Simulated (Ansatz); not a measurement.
Worked example: relaxation of cell and atoms of BaNiSn₃ (I4mm, 5 atoms in the cell) in Ansatz (a first-principles code).

Computed with PBEsol, PAW files made with PBE (plane waves; Ansatz).

```xyz
5
Lattice="-2.4253 2.4253 5.5198 2.4253 -2.4253 5.5198 2.4253 2.4253 -5.5198" Properties=species:S:1:pos:R:3 pbc="T T T"
Ba     0.0000     0.0000     0.0108
Ni     0.0000     0.0000     7.2842
Sn     2.4253     0.0000     2.7609
Sn     0.0000     2.4253     2.7609
Sn     0.0000     0.0000     4.7175
```

Reference input (self-consistent single point, DFT, PBEsol, plane waves, PAW files made with PBE): basis.ecutwfc = 420 eV; kpoints.mp_grid.grid = 5 5 5; hamiltonian.xc = pbesol; hamiltonian.pseudopotentials = {kind: paw} (an earlier, softer set of the program's PAW files); scf.occupations.method = fermi_dirac; scf.occupations.width = 0.1 eV. This run's input differs from it in these lines:

```diff
@@ -21,2 +21,4 @@
   occupations: { method: fermi_dirac, width: 0.1 }
+relax:
+  cell: {}
 output:
```

Output (repeated stretches shortened):

```
   [... SCF lines of the steps left out ...]
relax step   1: F+E_penalty+E_count = -29519.95323453 eV  Δ(F+E_penalty+E_count) = +0.000e0 eV  max|allowed force component| = 8.769e-2 eV/Å  Δτ_max = 0.0000 Å  P = -2.722 GPa  Ω = 129.871 Å³  (11 SCF iters, dr2 threshold 1.00e-7 eV, accepted)
relax step   2: F+E_penalty+E_count = -29519.99171399 eV  Δ(F+E_penalty+E_count) = -3.848e-2 eV  max|allowed force component| = 3.257e-1 eV/Å  Δτ_max = 0.0160 Å  P = +1.313 GPa  Ω = 121.585 Å³  energy of the carried Pulay correction = +9.269e-4 eV  [...]
   [... lines left out ...]
relax step   5: F+E_penalty+E_count = -29520.00891681 eV  Δ(F+E_penalty+E_count) = -3.580e-5 eV  max|allowed force component| = 4.840e-3 eV/Å  Δτ_max = 0.0014 Å  P = -0.002 GPa  Ω = 123.933 Å³  energy of the carried Pulay correction = +6.581e-4 eV  [...]
relax step   6: F+E_penalty+E_count = -29520.00822908 eV  Δ(F+E_penalty+E_count) = +6.877e-4 eV  max|allowed force component| = 4.812e-3 eV/Å  Δτ_max = 0.0000 Å  P = -0.000 GPa  Ω = 123.933 Å³  stress off target by 1.12e-2 GPa  SCF on the basis [...]
basis re-selected at this cell: Δ(F+E_penalty+E_count) = +6.877e-4 eV, ΔP = +0.002 GPa vs the last step
the relaxation is at rest under the 8 symmetry operations that the run kept from its start: a minimum is not shown …
Free energy (F): -29520.008229 eV
Internal energy: -29519.955893 eV  (E = F + TS)
E sigma→0 (E₀):  -29519.982061 eV
Entropy (-TS):   -0.052336 eV (-10.467 meV/atom)
Fermi energy:    11.792812 eV
--- Forces (eV/Å), atoms counted from 1 ---
  atom   1  Ba     0.00000000     0.00000000    -0.00481168
   [... lines left out ...]
  cell:  # Å, volume = 123.9329 Å³
   [... lines left out ...]
    - { symbol: Ni, position: [0.6601702334944334, 0.6601702334944334, -5.5479439363213016e-18] }
    - { symbol: Sn, position: [0.24957021451342554, 0.7495702145134255, 0.5] }
    - { symbol: Sn, position: [0.7495702145134255, 0.24957021451342554, 0.5] }
    - { symbol: Sn, position: [0.4287775502012954, 0.4287775502012954, -3.0594313690634792e-18] }
```

The run converged.  The full log also holds: “iter 5 did not close the SCF: its close was put off for the readings that it lacked (scf_convergence_deferred on its scf_iter line)”.

Summary of the result:
Free energy E − TS (on the zero of these files): -29520.0082 eV
Fermi level (on the code's own zero): 11.79 eV
Pressure: 0.00 GPa
Largest force (vector length): 0.005 eV/Å
Final cell: a = b = c = 6.4121 Å, α = β = 136.36°, γ = 63.42°
Final volume per atom: 24.79 Å³
Relaxation steps: 6

The starting cell comes from a database of computed structures (which also holds hypothetical and non-ambient phases and stackings), without a prior relaxation at this level. Its lattice was rescaled by a random factor within 2.5 % of one. Spin polarisation is off. The relaxation keeps the symmetry of its start, so its end need not be a minimum. Ansatz's pressure includes its estimate of the finite-basis (Pulay) stress.

Cost on one core of a shared machine: roughly 2 min.

Keys are those of Ansatz 0.2.
